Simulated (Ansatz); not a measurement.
A relaxation of cell and atoms of NaMgF3 (Pm-3m, 5 atoms in the cell) with Ansatz (a quantum-chemistry and plane-wave program).

Level of theory: PBEsol, default PAW files made with PBE (plane waves; Ansatz).

The change in words: atoms on their sites; basis.ecutwfc: 420 eV → 505 eV; relax: default → cell and atoms. Reference geometry:
```
CELL_PARAMETERS angstrom
      3.96269     0.00000     0.00000
      0.00000     3.96269     0.00000
      0.00000     0.00000     3.96269
ATOMIC_POSITIONS crystal
  Na 0.00000 0.00000 0.01262
  Mg 0.50000 0.50000 0.50000
  F  0.50000 0.50000 0.00000
  F  0.00000 0.50000 0.50000
  F  0.50000 0.00000 0.50000
```

Reference input (self-consistent single point, DFT, PBEsol, plane waves, default PAW files made with PBE): basis.ecutwfc = 420 eV; kpoints.mp_grid.grid = 6 6 6; hamiltonian.xc = pbesol; hamiltonian.pseudopotentials = {kind: paw} (the program's default PAW files); scf.occupations.method = fermi_dirac; scf.occupations.width = 0.01 eV. This run's input differs from it in these lines:

Ansatz 0.2 input:
```diff
@@ -7,3 +7,3 @@
   atoms:
-    - { symbol: Na, position: [0.00000000, 0.00000000, 0.01261800] }
+    - { symbol: Na, position: [0.00000000, 0.00000000, 0.00000000] }
     - { symbol: Mg, position: [0.50000000, 0.50000000, 0.50000000] }
@@ -13,3 +13,3 @@
 basis:
-  ecutwfc: 420.0 eV
+  ecutwfc: 505.0 eV
 kpoints:
@@ -21,2 +21,4 @@
   occupations: { method: fermi_dirac, width: 0.01 eV }
+relax:
+  cell: {}
 output:
```

The program printed (abridged):

```
   [... SCF lines of the steps left out ...]
relax step   1: F+E_penalty+E_count = -5796.79412119 eV  Δ(F+E_penalty+E_count) = +0.000e0 eV  max|allowed force component| = 3.650e-29 eV/Å  Δτ_max = 0.0000 Å  P = -2.848 GPa  Ω = 62.226 Å³  (6 SCF iters, dr2 threshold 1.00e-7 eV, accepted)
relax step   2: F+E_penalty+E_count = -5796.80874987 eV  Δ(F+E_penalty+E_count) = -1.463e-2 eV  max|allowed force component| = 2.750e-29 eV/Å  Δτ_max = 0.0000 Å  P = -1.830 GPa  Ω = 61.231 Å³  energy of the carried Pulay correction = +6.291e-5 eV  [...]
relax step   3: F+E_penalty+E_count = -5796.81811114 eV  Δ(F+E_penalty+E_count) = -9.361e-3 eV  max|allowed force component| = 8.756e-30 eV/Å  Δτ_max = 0.0000 Å  P = +0.145 GPa  Ω = 59.523 Å³  energy of the carried Pulay correction = +1.734e-4 eV  [...]
relax step   4: F+E_penalty+E_count = -5796.81815658 eV  Δ(F+E_penalty+E_count) = -4.544e-5 eV  max|allowed force component| = 2.060e-29 eV/Å  Δτ_max = 0.0000 Å  P = +0.002 GPa  Ω = 59.638 Å³  energy of the carried Pulay correction = +1.658e-4 eV  [...]
relax step   5: F+E_penalty+E_count = -5796.81792687 eV  Δ(F+E_penalty+E_count) = +2.297e-4 eV  max|allowed force component| = 1.584e-29 eV/Å  Δτ_max = 0.0000 Å  P = +0.011 GPa  Ω = 59.638 Å³  stress off target by 1.07e-2 GPa  SCF on the basis [...]
basis re-selected at this cell: Δ(F+E_penalty+E_count) = +2.297e-4 eV, ΔP = +0.008 GPa vs the last step
the relaxation is at rest under the 48 symmetry operations that the run kept from its start: a minimum is not shown …
Free energy (F): -5796.817927 eV
Internal energy: -5796.817927 eV  (E = F + TS)
E sigma→0 (E₀):  -5796.817927 eV
Fermi energy:    4.733210 eV
--- Forces (eV/Å), atoms counted from 1 ---
  atom   1  Na     0.00000000    -0.00000000     0.00000000
   [... zero for the other atoms too ...]
--- Stress (GPa, compression-positive) ---
   [... lines left out ...]
  cell:  # Å, volume = 59.6383 Å³
   [... lines left out ...]
    - [-5.216060266048763e-34, 3.209883240645393e-35, 3.906984713444826]
  atoms:
    - { symbol: Na, position: [-8.986222800734556e-37, 1.0473379396536262e-36, -1.044173774666473e-37] }
    - { symbol: Mg, position: [0.5, 0.5, 0.5] }
    - { symbol: F, position: [0.5, 0.5, -9.492488974468496e-39] }
    - { symbol: F, position: [-2.657896886570204e-37, 0.5, 0.5] }
    - { symbol: F, position: [0.5, -2.0250642941435934e-37, 0.5] }
```

The run converged. 

Summary of the result:
Free energy E − TS (on the zero of these files): -5796.8179 eV
Top of the valence band (on the code's own zero): 1.72 eV
Gap on the k-point mesh: 5.99 eV
Pressure: 0.01 GPa
Final cell: a = b = c = 3.9070 Å, α = β = γ = 90.00°
Final volume per atom: 11.93 Å³
Relaxation steps: 5

The starting cell comes from a database of computed structures (which also holds hypothetical and non-ambient phases and stackings), without a prior relaxation at this level. Its lattice was rescaled by up to half a per cent. The relaxation keeps the symmetry of its start, so its end need not be a minimum. Ansatz's pressure includes its estimate of the finite-basis (Pulay) stress.
